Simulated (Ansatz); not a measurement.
The starting structures come from a database of crystals and need not be the phases stable at ambient conditions.

By PBEsol, the system below comes out a metal.

A figure of merit of an interconnect metal is its ballistic conductance per area.

Given:

```yaml
crystal:
  lattice:
    - [4.54939, 0.00000, 0.00000]
    - [0.00000, 4.54939, 0.00000]
    - [0.00000, 0.00000, 4.41291]
  atoms:
    - { symbol: Cr, position: [0.75000, 0.00000, 0.50000] }
    - { symbol: Cr, position: [0.25000, 0.00000, 0.50000] }
    - { symbol: Cr, position: [0.50000, 0.25000, 0.00000] }
    - { symbol: Cr, position: [0.50000, 0.75000, 0.00000] }
    - { symbol: Cr, position: [0.00000, 0.50000, 0.75000] }
    - { symbol: Cr, position: [0.00000, 0.50000, 0.25000] }
    - { symbol: Ge, position: [0.00000, 0.00000, 0.00000] }
    - { symbol: Ge, position: [0.50000, 0.50000, 0.50000] }
```

Space group of this cell: P4_2/mmc. The cell is strained (lengths along the current scaled by 0.97, ions clamped); by PBEsol its mean pressure is 4.6 GPa.

The current flows along the normal of the first two printed cell vectors, the (001) (indices of the unstrained crystal) plane of the conventional cell. No spin-orbit coupling; the value is a mean over 0.1 eV about the Fermi level.

Predict the ballistic conductance per area from PBEsol in Ansatz (a quantum-chemistry and plane-wave program).

1.00 × 10¹⁵ S/m² for both spins.
